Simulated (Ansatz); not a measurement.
Base system: TiC in the rock salt structure (space group Fm-3m, No. 225).

```cif
data_CTi
_chemical_formula_sum 'Ti1 C1'
_space_group_name_H-M_alt 'P 1'
_space_group_IT_number 1
_cell_length_a 3.01288
_cell_length_b 3.01288
_cell_length_c 3.01288
_cell_angle_alpha 60.000
_cell_angle_beta 60.000
_cell_angle_gamma 60.000
loop_
_space_group_symop_operation_xyz
  'x, y, z'
loop_
_atom_site_label
_atom_site_type_symbol
_atom_site_fract_x
_atom_site_fract_y
_atom_site_fract_z
_atom_site_occupancy
Ti1 Ti 0.00000 0.00000 0.00000 1
C1 C 0.50000 0.50000 0.50000 1
```

Computed with DFT with LDA, PAW potentials and a 420 eV plane-wave cutoff in Ansatz (a first-principles code), without spin-orbit coupling.

For the base:

Volume per atom: 9.67 Å³

The change: a hydrostatic pressure of 15 GPa.

Problem. What happens to the volume per atom?

Solution. The volume per atom decreases by 0.46 Å³, from 9.67 Å³ to 9.21 Å³.

Load acts through the strain it causes; cell and atoms are relaxed under it. No phonon test of stability was made. Competing high-pressure phases were not computed. All final runs are without spin polarisation.
